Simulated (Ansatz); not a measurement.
A (4,2) BN nanotube has 56 atoms in a period of 11.511 Å, a mean diameter of 4.33 Å, and lies 288 meV/atom over the flat sheet relaxed at the same level.

These are PBE (plane waves to 420 eV, PAW; Ansatz, a quantum-chemistry and plane-wave program) values and carry that method's errors. Mesh 1×1×4. No spin polarisation. It repeats along c; a and b span vacuum. An idealised model, rolled from the flat sheet. Symmetry and one short period hold its shape; lower forms weren't sought.

Question: Which bending rigidity of the sheet does this imply in the thin-plate picture?

Answer: A plate bent to radius R stores D/(2R²) an area. The area an atom is π × 4.33 × 11.511/56 = 2.80 Å², so the stored energy is 0.288/2.80 = 0.1029 eV/Å². With R = 2.165 Å, D = 2R² × 0.1029 = 0.96 eV. At this curvature the harmonic plate is a rough guide.
